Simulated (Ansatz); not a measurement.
# Defect calculation: Mg on the Ga site (Mg_Ga) in wurtzite GaN

Method: PBE, PAW (plane waves to 420 eV; Ansatz, a program for electronic structure). A supercell of 192 sites (4×2×3 repeats of a cell of 8 atoms) was used; the energies come from a 2×2×2 shifted sampling of its zone. Site at the start: the Ga site. Charged cells carry a point-charge image correction with potential alignment at far atoms. Dielectric constants: PBE linear response of the host. Host gap at this level: 1.71 eV. Finite-size and sampling errors can reach tenths of an eV here. Levels are measured in PBE's own, too narrow, gap. Spin–orbit coupling is left out. Each state is the lowest found from its start.

Charges with a result: +1, 0, −1. Others weren't obtained, and one of them could lie lower, also by skipping a charge.

| charge | moment (μB) | largest move off a lattice site (Å) | image correction with alignment (eV) |
|---|---|---|---|
| +1* | not spin-polarised | 0.10 | – |
| 0* | quenched | 0.09 | – |
| −1 | not spin-polarised | 0.09 | 0.16 |

* At this level the carrier isn't localised at the defect: at charge +1 holes occupy the valence band; at charge 0 holes occupy the valence band. Such a state is shallow or no state of the defect, and this cell gives it no level.

Starting moments that weren't kept: charge 0 began with 1 μB and ended with 0.0.

Flagged in the runs: a host whose relaxation on this sampling wasn't shown to rest.
